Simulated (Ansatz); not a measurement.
Abridged Ansatz (a first-principles code) output:

```
Pseudopotential: Fe, paw, valence charge 16
Pseudopotential: S, paw, valence charge 6
Crystal: 12 atoms, lattice volume = 157.774 Å³
Basis set: ecut = 420 eV, 3071 PW (Γ), exchange–correlation on 80×80×80 points (8 copies of the dense FFT grid, shifted against one another)
Bands: 68, of which v1, the nominal top of the filled ones, is band 56 counted from 1 (55 counted from 0)
Symmetry: 24 space group operations
k-points: 11 of 125
Functional: x = pbe(κ = 0.804, μ = 0.2195149727645171), c = pbe(β = 0.06672455060314922)
SCF iter   1: F=—  HF=-25165.423999 eV  |F-HF|=—  |Δ(HF+E_count)|=         —  Δρ=2.99e-1  dr2=1.71e2  ethr=3.10e-3  ⟨swp⟩=9.3  Hψ=3498  notcnv=0
SCF iter   2: F=—  HF=-25149.047745 eV  |F-HF|=—  |Δ(HF+E_count)|=    1.64e1  Δρ=1.02e-1  dr2=2.59e1  ethr=3.10e-3  ⟨swp⟩=3.9  Hψ=2152  notcnv=0  defer=38
SCF 1 converged in 11 iterations: F = -25144.707822 eV  dr2 = 5.82e-10
SCF converged after 11 iterations
Free energy (F): -25144.707822 eV
Internal energy: -25144.706429 eV  (E = F + TS)
E sigma→0 (E₀):  -25144.707126 eV
Entropy (-TS):   -0.001393 eV (-0.116 meV/atom)
Fermi energy:    13.103154 eV
--- Forces (eV/Å), atoms counted from 1 ---
  atom   1  Fe     0.00000000    -0.00000000     0.00000000
  atom   2  Fe     0.00000000    -0.00000000     0.00000000
  atom   3  Fe     0.00000000    -0.00000000     0.00000000
  atom   4  Fe     0.00000000    -0.00000000     0.00000000
  atom   5  S      0.00045101     0.00045101     0.00045101
  atom   6  S      0.00045101    -0.00045101    -0.00045101
  atom   7  S     -0.00045101     0.00045101    -0.00045101
  atom   8  S     -0.00045101    -0.00045101     0.00045101
  atom   9  S     -0.00045101    -0.00045101    -0.00045101
  atom  10  S     -0.00045101     0.00045101     0.00045101
  atom  11  S      0.00045101    -0.00045101     0.00045101
  atom  12  S      0.00045101     0.00045101    -0.00045101
--- Stress (GPa, compression-positive) ---
       -0.005081       0.000000       0.000000
        0.000000      -0.005081       0.000000
        0.000000       0.000000      -0.005081
  P = ⅓ Tr σ = -0.0051 GPa (-0.051 kbar)
```

Question: What was computed, and what are the main results?

Answer: FeS2, 12 atoms in the cell, with PBE in Ansatz (plane waves to 420 eV, PAW, no spin-orbit coupling), earlier PAW set. The last SCF converged to F = -25144.707822 eV, or -2095.3923 eV per atom, at a pressure of -0.01 GPa. The total energy compares only with runs of the same code, potentials and settings.

No phonon test of stability was made. Seeded moments were not kept for the base. The final runs are not spin-polarised. The cell is FeS2 (space group Pa-3, No. 205; non-magnetic).
